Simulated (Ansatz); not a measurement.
## HfPt (Cmcm, No. 63; cell taken from a computed entry)

Level of theory: r²SCAN in Ansatz (PAW).

Settings: plane-wave cutoff 560 eV, 18×18×14 k mesh (along the axes of the cell as run), Fermi–Dirac smearing 0.05 eV, scalar-relativistic PAW data made under PBE.

Cell (relaxed at this level):

Space group Cmcm (No. 63); a = 3.3796 Å, b = 10.3238 Å, c = 4.2772 Å, α = β = γ = 90.00°

```csv
atom,site,symmetry,x,y,z
Hf,4c,m2m,0.0000,0.1421,0.7500
Pt,4c,m2m,0.0000,0.5926,0.2500
```
(The calculation used a cell of 4 atoms; values per cell refer to that cell.)

```
Quantity        Value
------------  -------
band gap         none
bulk modulus  186 GPa
```

Note: the relaxation could not lower the start's symmetry, so the cell can be a saddle point above a distorted one; the bulk modulus is −V dP/dV from two relaxed cells at ±2 % in volume.

Spin–orbit coupling is not included.

Computed values are for the static lattice.

Ansatz is a program for electronic structure.
